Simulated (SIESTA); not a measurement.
Input and output of a relaxation of cell and atoms for Hf5Sc (P-62m, 6 atoms in the cell) (SIESTA).

Method of the run: GGA PBEsol, numerical atomic orbitals TZP, PseudoDojo PBEsol standard norm-conserving potentials (rewritten from UPF to PSML) in SIESTA 5.4.2.

```
CELL_PARAMETERS angstrom
      5.56147     0.00000     0.00000
     -2.78073     4.81637     0.00000
      0.00000     0.00000     5.02450
ATOMIC_POSITIONS crystal
  Hf 0.66053 0.00000 0.00000
  Hf 0.33947 0.33947 0.00000
  Hf 0.00000 0.66053 0.00000
  Hf 0.33333 0.66667 0.50000
  Hf 0.66667 0.33333 0.50000
  Sc 0.00000 0.00000 0.50000
```

Reference input (self-consistent single point, DFT, GGA PBEsol, numerical atomic orbitals TZP, PseudoDojo PBEsol standard norm-conserving potentials (rewritten from UPF to PSML)): XC.functional = GGA; XC.authors = PBEsol; potentials = PseudoDojo PBEsol standard; PAO.BasisSize = TZP; PAO.EnergyShift = 0.01 Ry; MeshCutoff = 400 Ry; kgrid.MonkhorstPack = 5 5 5; OccupationFunction = MP; OccupationMPOrder = 0; ElectronicTemperature = 100 meV; MaxSCFIterations = 150; SCF.Mixer.Method = Broyden. This run's input differs from it in these lines:

```diff
@@ -46,2 +46,7 @@
 Diag.ParallelOverK           true
+MD.TypeOfRun                 CG
+MD.Steps                     40
+MD.MaxForceTol               0.02 eV/Ang
+MD.VariableCell              true
+MD.MaxStressTol              0.05 GPa
 WriteForces                  true
```

Output, abridged:

```
        iscf     Eharris(eV)        E_KS(eV)     FreeEng(eV)     dDmax    Ef(eV) dHmax(eV)
   scf:    1    -8954.432666    -8976.262471    -8976.283841  1.593520 -3.410215  6.640280
   scf:    2    -8978.518340    -8980.672457    -8980.686243  0.251870 -3.518394  6.296039
   scf:    3    -8982.240288    -8981.624497    -8981.641605  0.064655 -3.589095  2.719947
   scf:    4    -8982.280728    -8982.172321    -8982.196370  0.118778 -3.863823  1.769008
   scf:    5    -8982.386790    -8982.315124    -8982.338595  0.021177 -3.897559  0.639660
   [... 2 lines left out ...]
   scf:    8    -8982.326512    -8982.326451    -8982.349371  0.000906 -3.894779  0.218996
   scf:    9    -8982.328502    -8982.327787    -8982.350844  0.001829 -3.895980  0.074542
   scf:   10    -8982.327908    -8982.327917    -8982.351035  0.000866 -3.896670  0.006257
   scf:   11    -8982.327910    -8982.327914    -8982.351037  0.000089 -3.896827  0.000707
SCF Convergence by DM+H criterion
max |DM_out - DM_in|         :     0.0000886783
max |H_out - H_in|      (eV) :     0.0007067952
SCF cycle converged after 11 iterations

Using DM_out to compute the final energy and forces

siesta: E_KS(eV) =            -8982.3279

siesta: E_KS - E_eggbox =     -8982.3279

siesta: Atomic forces (eV/Ang):
     1   -0.022060    0.000019   -0.000000
     2    0.011029    0.019103   -0.000000
     3    0.011047   -0.019095    0.000000
     4    0.000038   -0.000027   -0.000000
     5   -0.000042    0.000019    0.000000
     6   -0.000011   -0.000018   -0.000000
   Tot    0.000000    0.000000   -0.000000
   Max    0.022060
   Res    0.009006    sqrt( Sum f_i^2 / 3N )
   Max    0.022060    constrained

   [... lines left out ...]
siesta: Pressure (static):        -56.63302630  kBar
siesta: Pressure (total):        -56.63302630  kBar
No target stress found, assuming hydrostatic MD.TargetPressure.
Target stress (kBar)
outcell: Cell volume (Ang**3)        :    127.1947
        iscf     Eharris(eV)        E_KS(eV)     FreeEng(eV)     dDmax    Ef(eV) dHmax(eV)
siesta: Pressure (static):          0.27090684  kBar
siesta: Pressure (total):          0.27090684  kBar
outcell: Cell volume (Ang**3)        :    127.1947
siesta: FreeEng =     -8982.488233
   [... lines left out ...]
siesta:    -0.000128   -0.000001    0.000000
siesta:    -0.000001   -0.000128   -0.000000
siesta:     0.000000   -0.000000   -0.000251

siesta: Cell volume =        127.194719 Ang**3

siesta: Pressure (static):
siesta:                Solid            Molecule  Units
siesta:           0.00000184          0.00000175  Ry/Bohr**3
siesta:           0.00016909          0.00016103  eV/Ang**3
siesta:           0.27090684          0.25799357  kBar
```

The run converged. 

Summary of the result:
| Item | Value |
|---|---|
| Free energy E − TS | -8982.4882 eV |
| Fermi level (on the code's own zero) | -4.02 eV |
| Pressure | 0.03 GPa |
| Largest force (vector length) | 0.003 eV/Å |
| Final cell | a = 5.449 Å, b = 5.449 Å, c = 4.946 Å, α = 90.00°, β = 90.00°, γ = 120.00° |
| Final volume per atom | 21.20 Å³ |
| Relaxation steps | 10 |

The starting cell comes from a database of computed structures (which also holds hypothetical and non-ambient phases and stackings), without a prior relaxation at this level. Values carry the incompleteness of an atom-centred basis.

Cost on one core of a shared machine: roughly 6 min.
